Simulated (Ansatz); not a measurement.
We consider fluorite HfO2 (high-temperature phase), described by r²SCANh (plane waves, PAW; Ansatz, a program for electronic structure).

Numerical settings: plane-wave cutoff 520 eV, 8×8×8 k mesh, Fermi–Dirac smearing 0.01 eV, scalar-relativistic PAW data made under PBE.

A third-order Birch–Murnaghan fit to the energies gives V0 = 10.731 Å³/atom, B0 = 277 GPa, B′ = 4.2.

```csv
V (Å³/atom),P (GPa)
10.194,___
10.462,___
10.744,-0.34
10.998,-6.49
11.267,___
```

Task: Estimate the withheld pressures from this fit; the answers are the runs' own values.

Result: 
- 10.194, P (GPa): 15.83
- 10.462, P (GPa): 7.41
- 11.267, P (GPa): -12.21

The formula P = (3/2) B0 (x^(7/3) − x^(5/3)) [1 + (3/4)(B′ − 4)(x^(2/3) − 1)] with x = V0/V meets the computed pressures within 0.03 GPa when these rounded values are put in.

Measured, for comparison: bulk modulus 242 ± 16 GPa (room temperature, not corrected to a static lattice, nanocrystalline cubic HfO2, second-order Birch-Murnaghan; as tabulated in High-pressure structural stability, equation of state, and thermal expansion …). Computed (rounded) less measured: bulk modulus +14 %.

Note: symmetry holds this phase in the static calculation, where it need not be a minimum; held by symmetry at 0 K, a high-temperature phase can be a saddle point.

Spin–orbit coupling is not included.

Computing time: roughly 12 core-minutes.
